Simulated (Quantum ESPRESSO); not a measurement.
A user runs Quantum ESPRESSO on Cl2 (Cmce, 4 atoms in the cell) and asks whether the run is sound. The aim is a self-consistent single point with DFT, PBEsol, plane waves, GBRV 1.5 ultrasoft (PBESOL) pseudopotentials.

Cell that was meant: a = 3.8670 Å, b = 3.8670 Å, c = 8.2100 Å, α = 90.00°, β = 90.00°, γ = 108.84°.

Part of the input:

```fortran
  celldm(3) = 1.305246422893
  nat = 4
  ntyp = 1
  ecutwfc = 12
  ecutrho = 60
  occupations = 'smearing'
  smearing = 'cold'
  degauss = 0.0073499
```

Log, with long lists cut:

```
     G-vector sticks info
     --------------------
     sticks:   dense  smooth     PW     G-vecs:    dense   smooth      PW
   [... lines left out ...]
        k(    2) = (   0.0000000   0.0000000   0.2553796), wk =   0.0370370
        k(    3) = (  -0.1666667   0.2329630   0.0000000), wk =   0.0740741
   [... 23 lines left out ...]

     Dense  grid:     6119 G-vectors     FFT dimensions: (  20,  20,  40)

     Smooth grid:     4387 G-vectors     FFT dimensions: (  18,  18,  36)

     Initial potential from superposition of free atoms

     starting charge      28.0000, renormalised to      28.0000

     negative rho (up, down):  6.681E-02 0.000E+00
     Self-consistent Calculation

     iteration #  1     ecut=    12.00 Ry     beta= 0.70

     Threshold (ethr) on eigenvalues was too large:
     Diagonalizing with lowered threshold

     negative rho (up, down):  6.954E-02 0.000E+00

     total energy              =    -132.45846210 Ry
     estimated scf accuracy    <       0.12638442 Ry

     iteration #  2     ecut=    12.00 Ry     beta= 0.70

     negative rho (up, down):  7.158E-02 0.000E+00

     total energy              =    -132.47079649 Ry
     estimated scf accuracy    <       0.00842284 Ry

     iteration #  3     ecut=    12.00 Ry     beta= 0.70

     negative rho (up, down):  7.189E-02 0.000E+00

     total energy              =    -132.47220792 Ry
     estimated scf accuracy    <       0.00094763 Ry

   [... 3 blocks of this kind left out ...]

     iteration #  7     ecut=    12.00 Ry     beta= 0.70

     negative rho (up, down):  7.211E-02 0.000E+00

     total energy              =    -132.47239867 Ry
     estimated scf accuracy    <       0.00000001 Ry

     iteration #  8     ecut=    12.00 Ry     beta= 0.70

     negative rho (up, down):  7.211E-02 0.000E+00
     End of self-consistent calculation

     the Fermi energy is     2.1723 ev

!    total energy              =    -132.47239867 Ry
     estimated scf accuracy    <          2.8E-11 Ry
     smearing contrib. (-TS)   =      -0.00000000 Ry
     internal energy E=F+TS    =    -132.47239867 Ry

     convergence has been achieved in   8 iterations

     negative rho (up, down):  7.211E-02 0.000E+00

     Forces acting on atoms (cartesian axes, Ry/au):

     atom    1 type  1   force =     0.00000000    0.00694793   -0.02018395
     atom    2 type  1   force =     0.00000000   -0.00694793   -0.02018395
     atom    3 type  1   force =     0.00000000   -0.00694793    0.02018395
     atom    4 type  1   force =    -0.00000000    0.00694793    0.02018395

   [... lines left out ...]
     Total force =     0.042693     Total SCF correction =     0.000015
   [... lines left out ...]

     negative rho (up, down):  7.211E-02 0.000E+00
          total   stress  (Ry/bohr**3)                   (kbar)     P=     -116.02
  -0.00092765  -0.00000000   0.00000000         -136.46       -0.00        0.00
  -0.00000000  -0.00079484   0.00000000           -0.00     -116.93        0.00
   0.00000000   0.00000000  -0.00064363            0.00        0.00      -94.68

   JOB DONE.
```

Is anything amiss in this input, and did it matter?

The run is not sound. The fault is a basis or grid far too coarse for these potentials. Far below the cutoff that the potentials were made for, the basis cannot represent the orbitals near the nuclei, and energies, forces and above all the stress go wrong. To fix it, restore the cutoff that the potentials need and check convergence. The run converged in 8 iterations without an error; against the sound input the free energy rises by 1.14 eV/atom, the pressure goes from -0.87 to -11.60 GPa, the largest force goes from 0.174 to 0.549 eV/Å and the gap on the mesh goes from 2.442 to 2.505 eV.

The sound input it was made from differs as follows (other fixes are possible):
```diff
-  ecutwfc = 12
-  ecutrho = 60
+  ecutwfc = 40
+  ecutrho = 200
```

With that input, the run converged in 9 iterations: free energy E − TS -1806.9494 eV; top of the valence band (on the code's own zero) 0.42 eV; gap on the k-point mesh 2.44 eV; pressure -0.87 GPa; largest force (vector length) 0.174 eV/Å (DFT, PBEsol, plane waves, GBRV 1.5 ultrasoft (PBESOL) pseudopotentials).

On the sound input: the starting cell comes from a database of published, mostly measured structures (it also holds non-ambient and calculated ones), without a prior relaxation at this level.
